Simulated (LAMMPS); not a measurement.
Consider a melt made from ZnSe (zinc blende), 4096 atoms, at 1260 K and 0 GPa, brought to that temperature within a few picoseconds in molecular dynamics.

Model: classical MD, pair style sw, file CdTeZnSeHgS0.sw; code LAMMPS.

```csv
angle (°),"probability per degree, Se-Zn-Se"
55.50,0.0000
58.50,0.0001
61.50,0.0004
64.50,0.0007
67.50,0.0010
70.50,0.0013
73.50,0.0020
76.50,0.0027
79.50,0.0043
82.50,0.0056
85.50,0.0075
88.50,0.0101
91.50,0.0131
94.50,0.0167
97.50,0.0207
100.5,0.0238
103.5,0.0272
106.5,0.0284
109.5,0.0289
112.5,0.0271
115.5,0.0247
118.5,0.0204
121.5,0.0163
124.5,0.0130
127.5,0.0092
130.5,0.0068
133.5,0.0054
136.5,0.0039
139.5,0.0024
142.5,0.0021
145.5,0.0017
148.5,0.0011
151.5,0.0008
154.5,0.0009
157.5,0.0006
160.5,0.0007
163.5,0.0005
166.5,0.0005
169.5,0.0003
172.5,0.0002
175.5,0.0002
178.5,0.0001
```

Read from the full data:
- state found: slow or partial motion within 60 ps, no clear phase
- most common Se-Zn-Se angle: in the 3° bin centred on 109.5° (mean of all 108°)

Caution: enthalpy drifts during the constant-pressure average: a transition or slow ageing; fluctuation values are void.
